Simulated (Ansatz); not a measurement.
The parent structure is NiSi$_{2}$ (space group Fm-3m, No. 225; a = 5.3897 Å; non-magnetic).

Calculations: r2SCAN (Ansatz, an electronic-structure program), no spin-orbit coupling, earlier PAW set.

Before the change:

| Item | Result |
|---|---|
| Lattice parameter a | 539.0 pm |

One thing is altered: cell and atoms relaxed at a pressure of 10 GPa.

Question: Predict the new lattice parameter a.

Answer: The lattice parameter a shrinks by 9.73 pm, from 539.0 pm to 529.2 pm.

Load acts through the strain it causes; cell and atoms are relaxed under it. Whether these cells are dynamically stable was not tested. No other phases were tried under pressure. Seeded moments were not kept for the base. All final runs are without spin polarisation.
